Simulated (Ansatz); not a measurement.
System: α-phase CO. Method: PBE0 (plane waves, PAW; Ansatz, a program for electronic structure).

Run with plane-wave cutoff 460 eV, 4×4×4 k mesh, Fermi–Dirac smearing 0.01 eV, scalar-relativistic PAW data made under PBE.

Cell (relaxed at this level):

Space group P2₁3 (No. 198); a = b = c = 6.067 Å, α = β = γ = 90.00°

| atom | site | symmetry | x | y | z |
|---|---|---|---|---|---|
| C | 4a | .3. | 0.9696 | 0.9696 | 0.9696 |
| O | 4a | .3. | 0.0764 | 0.0764 | 0.0764 |

Problem. Give the computed band gap and Γ–Γ gap.

Solution. 
- band gap: 9.22 eV (direct)
- Γ–Γ gap: 9.44 eV

Note: the cell comes from a level without a dispersion term, which matters for the spacing of layers, chains or molecules; the volume lies 25 % above that of the published cell.

Computed values are for the static lattice.

Computing time: around 21 core-minutes (rough).
